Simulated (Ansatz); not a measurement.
Cost and result by functional for the adsorption energy of F on the 1x1 (100) surface of fcc Cu, one in a 2x2 cell, started at the site 'bridge Cu-Cu (span 2.6 Å)', in Ansatz (plane waves, PAW). Single points on the PBE structure, on one kind of machine; costs are rough ratios of the slab run's core time (references not counted) to the cheapest single point. r2SCAN's cost holds its higher cutoff (500 against 420 eV). Differences are taken against r2SCAN for comparison alone: no measured value is at hand, so the table doesn't rank accuracy.

Set-up: 17 atoms, 5.3 Å thick at the start under the adsorbate (thin: gaps and levels are the slab's own); mesh 6x6x1; 0.1 eV smearing; dipole correction on; 8 atoms held, the rest relaxed; symmetry of the start imposed; no spin, no spin-orbit, no U, no dispersion correction. At the end it is bonded to 2 Cu. In PBE it is, or lies within 0.03 eV of, the lowest of the starts that converged. These notes are the PBE run's. Adsorption energies are against ½ F2(g). A negative adsorption energy means that the adsorbate is more stable on the surface than in its reference.

```
functional                     relative cost  adsorption energy (eV)  less r2SCAN (eV)
-----------------------------  -------------  ----------------------  ----------------
RPBE                                       1                   -2.75              0.53
r2SCAN                                     2                   -3.28              0.00
PBE (the relaxed run's value)              –                   -2.92              0.37
```

The values span 0.53 eV, while the single points' costs differ by a factor of roughly 2. Differences are of unrounded values.

Ansatz is a first-principles code.
